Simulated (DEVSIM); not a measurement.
System: abrupt Ge p-n junction, at 250 K.

Layer 1 from the left is Ge, thickness (μm) 40.0, Na (cm⁻³) 1.5e17, τn (s) 4.3e-6, τp (s) 4.3e-6. Layer 2 from the left is Ge, thickness (μm) 71.0, Nd (cm⁻³) 2.3e16, τn (s) 4.3e-6, τp (s) 4.3e-6.

Left contact: ohmic. Right contact: ohmic. Voltage is applied to the left contact. Recombination: SRH at mid-gap. Mobility is μmin + (μ − μmin)/(1 + (N/Nref)^α).

This is a model device: material constants are rounded textbook-type values typed into the input, and sizes, dopings and lifetimes were drawn at random. Values at 300 K; Nc and Nv go as T^1.5, mobilities as T to minus their exponent, the gap by Varshni's rule with the affinity fixed.

Ge: gap (eV) 0.664, affinity (eV) 4, permittivity 16, Nc (cm⁻³) 1.04e19, Nv (cm⁻³) 6e18, μn (cm²/Vs) 3900, μp (cm²/Vs) 1900, μn,min 150, μp,min 100, Nref,n 2.6e17, Nref,p 4e17, αn 0.56, αp 0.6, T exponent of μn 1.66, T exponent of μp 2.33, Varshni α (eV/K) 0.000477, Varshni β (K) 235.

Simulated with DEVSIM: 1D drift-diffusion, Boltzmann statistics, complete ionisation; no tunnelling, impact ionisation, image-force lowering or self-heating.

Dark forward current:

```
|V| (V)  |J| (A/cm²)
-------  -----------
0.05        5.063e-7
0.10        5.101e-6
0.15        5.013e-5
0.20       0.0005026
0.25        0.005087
0.30         0.05165
0.35          0.5211
0.40           4.930
0.45           34.65
0.50           145.2
0.55           389.0
0.60           785.8
0.65            1341
0.70            2056
```

Q: Work out the local ideality factor n = ΔV / (kT/q · ln(J2/J1)) between the rows 0.10 and 0.15 V, 0.25 and 0.30 V, 0.65 and 0.70 V.

A: kT/q = 21.54 mV. From 0.10 to 0.15 V: ln(5.013e-5/5.101e-6) = 2.285, n = 1.02, near the 1 of diffusion or emission over a barrier. From 0.25 to 0.30 V: ln(0.05165/0.005087) = 2.318, n = 1.00, near the 1 of diffusion or emission over a barrier. From 0.65 to 0.70 V: ln(2056/1341) = 0.427, n = 5.43.

Q: Estimate the current at 0.25 V from the Shockley equation with J0 = Σ q ni² D/(N L) coth(W/L), τ joining the SRH, radiative and Auger lifetimes that are on, and W taken as the whole layer.

A: ni² = 6.19e23 cm⁻⁶; electrons in the p layer: μ = 3130 cm²/Vs, D = 67.4 cm²/s, τ = 4.30e-6 s, L = 170 μm, W/L = 0.23, term 1.13e-8 A/cm²; holes in the n layer: μ = 2490 cm²/Vs, D = 53.5 cm²/s, τ = 4.30e-6 s, L = 152 μm, W/L = 0.47, term 3.48e-8 A/cm². J0 = 4.62e-8 A/cm², and J = J0 exp(qV/kT) = 0.00507 A/cm². The simulation gives 0.00509 A/cm², the same within the digits that matter. The estimate leaves out recombination in the depletion region and that region's share of W.
